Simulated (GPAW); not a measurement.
# Short convergence ladders for Nb (Im-3m, 1 atom in the cell)

```xyz
1
Lattice="-1.6583 1.6583 1.6583 1.6583 -1.6583 1.6583 1.6583 1.6583 -1.6583" Properties=species:S:1:pos:R:3 pbc="T T T"
Nb     0.0000     0.0000     0.0000
```

Base method: PBE, GPAW PAW datasets PBE (gpaw-data 1.0.1) (plane waves; GPAW).

Base settings: mode = pw; ecut = 600 eV; xc = PBE; kpts = 10 10 10; mesh shift (steps) = 0 0 0; occupations.name = fermi-dirac; occupations.width = 0.1 eV; nbands = -7; convergence.density = 1e-05 e/electron; convergence.energy = 1e-05 eV/electron.

**The width of Gaussian smearing**

In this ladder: kpts = 16 16 16; occupations.name = methfessel-paxton; occupations.order = 0.

Narrow widths need finer meshes than wide ones, so the last steps can hold mesh noise.

Only quantities that move along the ladder and can be compared are tabulated; pressure and forces are left out, as mesh noise rules them at narrow widths.

| occupations.width | free energy less the last step's (meV/atom) | energy extrapolated to zero width less the last step's (meV/atom) |
|---|---|---|
| 1 eV | -311.34 | -34.65 |
| 0.5 eV | -89.07 | -6.98 |
| 0.3 eV | -32.84 | -0.61 |
| 0.2 eV | -14.16 | -0.39 |
| 0.1 eV | -3.04 | -0.42 |
| 0.05 eV | 0.00 | 0.00 |

Widest occupations.width that holds the energy extrapolated to zero width within 2 meV/atom of the last step, with all finer ones: 0.3 eV; the step before is off by 7.0 meV/atom.

Widest occupations.width that holds the free energy within 5 meV/atom: not settled: the last two steps still differ by 3.0 meV/atom, over half the tolerance, so the ladder does not show it.

The extrapolation to zero width removes most of the smearing's effect on the energy.

**The width of cold smearing**

In this ladder: kpts = 16 16 16; occupations.name = marzari-vanderbilt.

Narrow widths need finer meshes than wide ones, so the last steps can hold mesh noise.

Only quantities that move along the ladder and can be compared are tabulated; pressure and forces are left out, as mesh noise rules them at narrow widths.

| occupations.width | free energy less the last step's (meV/atom) |
|---|---|
| 0.5 eV | 4.79 |
| 0.3 eV | 4.05 |
| 0.2 eV | 1.64 |
| 0.1 eV | -0.47 |
| 0.05 eV | 0.00 |

Widest occupations.width that holds the free energy within 1 meV/atom of the last step, with all finer ones: 0.1 eV; the step before is off by 1.6 meV/atom.

**The setting conv density**

Moved along: convergence.energy, convergence.eigenstates.

The mesh stays at the base's, so the ladder's end is converged at best in this setting alone.

Only quantities that move along the ladder and can be compared are tabulated.

| convergence.density | pressure (GPa) |
|---|---|
| 0.01 e/electron | 1.02 |
| 0.001 e/electron | -1.33 |
| 0.0001 e/electron | -1.18 |
| 1e-05 e/electron | -1.17 |
| 1e-06 e/electron | -1.17 |
| 1e-07 e/electron | -1.17 |

Coarsest convergence.density that holds the pressure within 0.2 GPa of the last step, with all finer ones: 0.001 e/electron; the step before is off by 2.2 GPa.

On the base run: the starting cell has typed, rounded lattice constants, without a prior relaxation at this level. Its lattice was rescaled by up to half a per cent. Spin polarisation is off.

Left out of this page: 4 runs of the series outside the window shown, repeating another row's setting, or not comparable; 1 run of the series unsound by tests on forces, stress, charge or solver warnings.
